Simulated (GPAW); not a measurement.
## Equation of state of Mg3Sb2 (space group 164): energy against volume (GPAW, PBE)

```
CELL_PARAMETERS angstrom
      4.47892     0.00000     0.00000
     -2.23946     3.87886     0.00000
      0.00000     0.00000     7.10144
ATOMIC_POSITIONS crystal
  Mg 0.00000 0.00000 0.00000
  Mg 0.33333 0.66667 0.63400
  Mg 0.66667 0.33333 0.36600
  Sb 0.33333 0.66667 0.22800
  Sb 0.66667 0.33333 0.77200
```

Level of theory: PBE, GPAW PAW datasets PBE (gpaw-data 1.0.1) (plane waves; GPAW). Settings: mode = pw; ecut = 780 eV; xc = PBE; kpts = 8 8 5; mesh shift (steps) = 0 0 0; occupations.name = fermi-dirac; occupations.width = 0.01 eV; nbands = -6; convergence.density = 1e-05 e/electron; convergence.bands = -4; symmetry.symmorphic = false; symmetry.tolerance = 0.0005; maxiter = 120. The cell above is the first row's. The rows scale it uniformly. In all rows fractional positions and the k mesh are held. E is the free energy at the stated smearing, counted from the lowest row.

| V (Å^3/atom) | E (meV/atom) |
|---|---|
| 24.675 | ? |
| 25.211 | 10.62 |
| 25.748 | 3.67 |
| 26.284 | 0.25 |
| 26.820 | 0.00 |
| 27.357 | 2.61 |
| 27.893 | 7.78 |
| 28.430 | 15.27 |
| 28.966 | 24.85 |

Taking the third-order Birch-Murnaghan form, a cubic in V^(-2/3) for E over the 8 complete rows: With u = V^(-2/3) - 0.111, the rows have u = 0.005307, 0.003684, 0.002120, 0.000608, -0.000858, -0.002273, -0.003647, -0.004975. Least squares gives E = 0.741 - 1615.5·u + 652083·u² + 576805·u³. Residuals (row less fit): 0.001, 0.002, -0.002, 0.000, 0.003, 0.005, -0.008, 0.003; standard error 0.005 (degrees of freedom: 4). Its minimum lies at u = 0.001237, so V0 = (0.112237)^(-3/2) = 26.59. There d²E/du² = 1308000 and d³E/du³ = 3461000, so B0 = (4/9) × 26.59^(-7/3) × 1308000 × 0.160218 = 44.1 GPa (the last factor turns the table's units into GPa), and B0' = 4 + (2/3) × 0.112237 × (3461000)/1308000 = 4.2. The program's pressures in the fitted runs (not shown) pass through zero at V = 26.59, 0.01 % from this V0.

Task: Predict the withheld E at V = 24.675 from the fit, and compare with the calculation.

Result: u = 0.006985, so E = 0.741 - 1615.5 × 0.006985 + 652083 × 0.006985² + 576805 × 0.006985³ = 21.469 meV/atom. The calculation gives 21.48 meV/atom, 0.011 meV/atom above the prediction (under 0.05 % of the range of E in the table). The row lies outside the fitted rows, so this is an extrapolation. From the scatter of the fitted rows alone, a prediction at this place has a standard error of 0.016 meV/atom, so the miss is 0.7 times that.

Carrying the step between the two nearest rows on in a straight line would have given 17.56, off by 3.92; series whose last step already gives the withheld value aren't shown. The scan was laid around a cell of about the measured size, scaled by a guess for this functional; axis ratios and inner coordinates come from that cell. The runs keep the symmetry of the cell, so they don't test it for distortions. Spin-orbit coupling is off. The shape of the cell and the inner coordinates aren't relaxed, so V0 and B0 belong to this uniform scaling; a relaxed crystal lies no higher in energy and is usually softer (forces reach 0.27 eV/Å in these rows). Cutoffs and mesh are single choices, not tested for convergence of this quantity. Series with a scatter that would blur these digits, or in which a gap closes, are not shown. Nor are scans whose minimum lies at an end fitted in this form.
